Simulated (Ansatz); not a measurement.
Data:

```
CELL_PARAMETERS angstrom
      4.76588     0.00000     0.00000
      2.38294     4.12738     0.00000
      0.00000     0.00000     7.08710
ATOMIC_POSITIONS crystal
  Sb 0.33333 0.33333 0.23028
  Sb 0.66667 0.66667 0.76972
  Mg 0.00000 0.00000 0.00000
  Mg 0.33333 0.33333 0.64051
  Mg 0.66667 0.66667 0.35949
```

No spin polarisation.

All numbers come from DFT with r2SCAN, PAW potentials and a 500 eV plane-wave cutoff in Ansatz (a program for electronic structure), spin-orbit coupling left out, earlier PAW set. Γ-centred 12×12×7 mesh, Fermi–Dirac width 0.05 eV.

Q: What smallest direct gap does the calculation give?

A: 0.95 eV.

Q: Predict the mean in-plane stress (compression positive).

A: -4.0 GPa.

With Sb present, leaving out spin-orbit coupling can change the band edges. The cells carry an imposed strain or load. Whether these cells are dynamically stable was not tested. The cell was made from Mg3Sb2 (space group P-3m1, No. 164) by this change: biaxial strain +4.32 %, plane normal [001], relaxed out of plane. The zero or small gap of Mg3Sb2 under biaxial strain +4.32 %, plane normal [001], relaxed out of plane can change with the level of theory.
